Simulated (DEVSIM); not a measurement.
System: illuminated InP p-on-n cell, one wavelength, at 300 K.

```csv
layer (left to right),material,thickness (μm),Nd (cm⁻³),Na (cm⁻³),τn (s),τp (s),absorption coefficient (cm⁻¹)
1,InP,0.0670,-,1.3e18,9.2e-10,4.5e-10,26000
2,InP,5.80,1.3e17,-,9.3e-9,9.3e-9,26000
```

Left contact: ohmic, minority electron recombination velocity 10 cm/s. Right contact: ohmic, minority hole recombination velocity 6e6 cm/s. Voltage is applied to the left contact. Recombination: SRH at mid-gap, radiative, Auger. Light enters at the left, 1.8e18 photons cm⁻² s⁻¹, one pass, no reflection. Mobility is μmin + (μ − μmin)/(1 + (N/Nref)^α).

Constants are typed, rounded textbook-type inputs, not results; the design itself was drawn at random and stands for no fabricated device. Values at 300 K.

```tsv
parameter	InP
gap (eV)	1.344
affinity (eV)	4.38
permittivity	12.5
Nc (cm⁻³)	5.7e17
Nv (cm⁻³)	1.1e19
μn (cm²/Vs)	5200
μp (cm²/Vs)	170
μn,min	400
μp,min	10
Nref,n	3e17
Nref,p	4.9e17
αn	0.47
αp	0.62
B (cm³/s)	1.2e-10
Cn (cm⁶/s)	9e-31
Cp (cm⁶/s)	9e-31
```

Model (solved in DEVSIM): 1D drift-diffusion, Boltzmann statistics, complete ionisation; no tunnelling, impact ionisation, image-force lowering or self-heating.

The photon flux was swept, all else fixed.

```json
[
 {"photon flux (cm^-2 s^-1)": "5.4e16", "fill factor": "0.81", "open-circuit voltage (V)": "0.888", "largest power (mW/cm²)": "5.46", "short-circuit current (mA/cm²)": "7.57"},
 {"photon flux (cm^-2 s^-1)": "1.8e17", "fill factor": "0.83", "open-circuit voltage (V)": "0.926", "largest power (mW/cm²)": "19.3", "short-circuit current (mA/cm²)": "25.2"},
 {"photon flux (cm^-2 s^-1)": "5.4e17", "fill factor": "0.84", "open-circuit voltage (V)": "0.959", "largest power (mW/cm²)": "61.0", "short-circuit current (mA/cm²)": "75.7"},
 {"photon flux (cm^-2 s^-1)": "1.8e18", "fill factor": "0.85", "open-circuit voltage (V)": "0.993", "largest power (mW/cm²)": "213", "short-circuit current (mA/cm²)": "252"},
 {"photon flux (cm^-2 s^-1)": "5.4e18", "fill factor": "0.86", "open-circuit voltage (V)": "1.023", "largest power (mW/cm²)": "663", "short-circuit current (mA/cm²)": "757"},
 {"photon flux (cm^-2 s^-1)": "1.8e19", "fill factor": "0.86", "open-circuit voltage (V)": "(withheld)", "largest power (mW/cm²)": "2290", "short-circuit current (mA/cm²)": "(withheld)"},
 {"photon flux (cm^-2 s^-1)": "5.4e19", "fill factor": "0.86", "open-circuit voltage (V)": "1.085", "largest power (mW/cm²)": "7090", "short-circuit current (mA/cm²)": "7570"}
]
```

**Question.** Some entries are withheld; supply them.

**Answer.** 
- 1.8e19, open-circuit voltage (V): 1.056
- 1.8e19, short-circuit current (mA/cm²): 2520
